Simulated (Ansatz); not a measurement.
Consider O-vacancy pair (O on one host N site, one N site vacant) in zinc-blende BN, neutral cell. Computed with PBE, PAW (plane waves to 420 eV; Ansatz, a quantum-chemistry and plane-wave program).

Settings: 64 host sites, the relaxed PBE lattice, a 2×2×2 k-point mesh shifted by half a step, smearing 0.01 eV, spin-restricted, no image-charge correction. No zero-point or tunnelling terms. The charge state is imposed; whether it is stable for some Fermi level was not computed. Forms of the defect that were not tried may lie lower.

Barriers: single points on a 3×3×3 k-point mesh shifted by half a step at the bands' geometries.

The step: one N atom jumps into the vacancy from a nearby N site (O-vacancy distance between ideal sites 2.56 Å throughout) (strongly reconstructed ends). Atoms about the jump, Cartesian Å from the middle of the jump, before and after:

| atom | x0 | y0 | z0 | x1 | y1 | z1 |
|---|---|---|---|---|---|---|
| N1 | 0.92 | -0.92 | 0.00 | -0.92 | 0.92 | 0.00 |
| B2 | 0.04 | -0.04 | -0.89 | -0.04 | 0.04 | -0.89 |
| B3 | 1.84 | 0.00 | 0.88 | 1.77 | 0.04 | 0.92 |
| B4 | 0.04 | 1.77 | 0.92 | 0.00 | 1.84 | 0.88 |
| B5 | 0.03 | -1.84 | 0.89 | 0.54 | -1.77 | 0.34 |
| B6 | -1.77 | 0.54 | 0.34 | -1.84 | 0.03 | 0.89 |
| N7 | 0.92 | 0.88 | 1.80 | 0.88 | 0.92 | 1.80 |
| O8 | -0.79 | -1.02 | 1.90 | -1.02 | -0.79 | 1.90 |
| N9 | 0.89 | 0.90 | -1.81 | 0.90 | 0.89 | -1.81 |
| B10 | 0.03 | -0.01 | 2.72 | -0.01 | 0.03 | 2.72 |
| N11 | -0.90 | -0.88 | -1.82 | -0.88 | -0.90 | -1.82 |
| N12 | 2.72 | 0.92 | -0.04 | 2.69 | 0.89 | -0.02 |
| N13 | 0.89 | 2.69 | -0.02 | 0.92 | 2.72 | -0.04 |
| B14 | 1.81 | 1.81 | -0.93 | 1.81 | 1.81 | -0.93 |
| B15 | 1.82 | -1.82 | -0.93 | 1.74 | -2.00 | -0.86 |
| B16 | -2.00 | 1.74 | -0.86 | -1.82 | 1.82 | -0.93 |
| B17 | -1.80 | -1.78 | -0.94 | -1.78 | -1.80 | -0.94 |
| N18 | -2.66 | -0.83 | -0.09 | -2.70 | -0.90 | -0.01 |
| N19 | -0.90 | -2.70 | -0.01 | -0.83 | -2.66 | -0.09 |
| N20 | 2.76 | -0.89 | 1.77 | 2.70 | -0.90 | 1.76 |
| N21 | -0.90 | 2.70 | 1.76 | -0.89 | 2.76 | 1.77 |
| N22 | 0.93 | -2.73 | 1.79 | 0.97 | -2.66 | 1.71 |
| N23 | -2.66 | 0.97 | 1.71 | -2.73 | 0.93 | 1.79 |
| N24 | -0.93 | 2.67 | -1.79 | -0.91 | 2.71 | -1.85 |
| N25 | 2.71 | -0.91 | -1.85 | 2.67 | -0.93 | -1.79 |
| B26 | -0.02 | 1.80 | -2.72 | 0.00 | 1.83 | -2.75 |
| B27 | 1.83 | 0.00 | -2.75 | 1.80 | -0.02 | -2.72 |
| B28 | 1.82 | 1.81 | 2.70 | 1.81 | 1.82 | 2.70 |
| B29 | 1.84 | -1.81 | 2.69 | 1.82 | -1.80 | 2.66 |
| B30 | -1.80 | 1.82 | 2.66 | -1.81 | 1.84 | 2.69 |
| N31 | 0.93 | -0.91 | 3.61 | 0.89 | -0.90 | 3.58 |
| N32 | -0.90 | 0.89 | 3.58 | -0.91 | 0.93 | 3.61 |
| B33 | 0.01 | -1.82 | -2.73 | 0.02 | -1.82 | -2.75 |
| B34 | -1.82 | 0.02 | -2.75 | -1.82 | 0.01 | -2.73 |
| B35 | -0.02 | 3.59 | -0.92 | 0.01 | 3.62 | -0.97 |
| B36 | 3.62 | 0.01 | -0.97 | 3.59 | -0.02 | -0.92 |
| N37 | -2.79 | 0.92 | -1.91 | -2.73 | 0.90 | -1.83 |
| N38 | 0.90 | -2.73 | -1.83 | 0.92 | -2.79 | -1.91 |
| B39 | -1.79 | -1.84 | 2.72 | -1.84 | -1.79 | 2.72 |
| N40 | -2.79 | 2.79 | -0.04 | -2.69 | 2.73 | -0.03 |
| N41 | 2.73 | -2.69 | -0.03 | 2.79 | -2.79 | -0.04 |
| B42 | 3.62 | 1.85 | 0.87 | 3.63 | 1.82 | 0.88 |
| B43 | 1.82 | 3.63 | 0.88 | 1.85 | 3.62 | 0.87 |
| N44 | 2.71 | 2.73 | 1.79 | 2.73 | 2.71 | 1.79 |

Problem. Where do these atoms stand at the saddle point, and how high is it?

Solution. 
```json
[
 {"atom": "N1", "x": "0.13", "y": "0.13", "z": "0.26"},
 {"atom": "B2", "x": "0.03", "y": "0.03", "z": "-1.15"},
 {"atom": "B3", "x": "1.71", "y": "0.15", "z": "0.94"},
 {"atom": "B4", "x": "0.15", "y": "1.71", "z": "0.94"},
 {"atom": "B5", "x": "0.34", "y": "-1.88", "z": "0.49"},
 {"atom": "B6", "x": "-1.88", "y": "0.34", "z": "0.49"},
 {"atom": "N7", "x": "0.98", "y": "0.98", "z": "1.98"},
 {"atom": "O8", "x": "-0.91", "y": "-0.91", "z": "2.04"},
 {"atom": "N9", "x": "0.92", "y": "0.92", "z": "-1.91"},
 {"atom": "B10", "x": "-0.01", "y": "-0.01", "z": "2.78"},
 {"atom": "N11", "x": "-0.89", "y": "-0.89", "z": "-1.88"},
 {"atom": "N12", "x": "2.68", "y": "0.92", "z": "-0.03"},
 {"atom": "N13", "x": "0.92", "y": "2.68", "z": "-0.03"},
 {"atom": "B14", "x": "1.82", "y": "1.82", "z": "-0.96"},
 {"atom": "B15", "x": "1.71", "y": "-1.92", "z": "-0.85"},
 {"atom": "B16", "x": "-1.92", "y": "1.71", "z": "-0.85"},
 {"atom": "B17", "x": "-1.79", "y": "-1.79", "z": "-0.96"},
 {"atom": "N18", "x": "-2.69", "y": "-0.86", "z": "-0.07"},
 {"atom": "N19", "x": "-0.86", "y": "-2.69", "z": "-0.07"},
 {"atom": "N20", "x": "2.68", "y": "-0.88", "z": "1.73"},
 {"atom": "N21", "x": "-0.88", "y": "2.68", "z": "1.73"},
 {"atom": "N22", "x": "0.94", "y": "-2.69", "z": "1.72"},
 {"atom": "N23", "x": "-2.69", "y": "0.94", "z": "1.72"},
 {"atom": "N24", "x": "-0.92", "y": "2.65", "z": "-1.79"},
 {"atom": "N25", "x": "2.65", "y": "-0.92", "z": "-1.79"},
 {"atom": "B26", "x": "-0.02", "y": "1.84", "z": "-2.77"},
 {"atom": "B27", "x": "1.84", "y": "-0.02", "z": "-2.77"},
 {"atom": "B28", "x": "1.86", "y": "1.86", "z": "2.78"},
 {"atom": "B29", "x": "1.82", "y": "-1.80", "z": "2.66"},
 {"atom": "B30", "x": "-1.80", "y": "1.82", "z": "2.66"},
 {"atom": "N31", "x": "0.93", "y": "-0.93", "z": "3.61"},
 {"atom": "N32", "x": "-0.93", "y": "0.93", "z": "3.61"},
 {"atom": "B33", "x": "0.02", "y": "-1.86", "z": "-2.77"},
 {"atom": "B34", "x": "-1.86", "y": "0.02", "z": "-2.77"},
 {"atom": "B35", "x": "-0.01", "y": "3.56", "z": "-0.95"},
 {"atom": "B36", "x": "3.56", "y": "-0.01", "z": "-0.95"},
 {"atom": "N37", "x": "-2.78", "y": "0.90", "z": "-1.86"},
 {"atom": "N38", "x": "0.90", "y": "-2.78", "z": "-1.86"},
 {"atom": "B39", "x": "-1.80", "y": "-1.80", "z": "2.74"},
 {"atom": "N40", "x": "-2.74", "y": "2.75", "z": "-0.03"},
 {"atom": "N41", "x": "2.75", "y": "-2.74", "z": "-0.03"},
 {"atom": "B42", "x": "3.61", "y": "1.86", "z": "0.88"},
 {"atom": "B43", "x": "1.86", "y": "3.61", "z": "0.88"},
 {"atom": "N44", "x": "2.74", "y": "2.74", "z": "1.81"}
]
```
It lies 5.83 eV above the start and 5.83 eV above the end. The saddle point's order was not checked, and it lies on a symmetry element of the cell, where a band can be held.
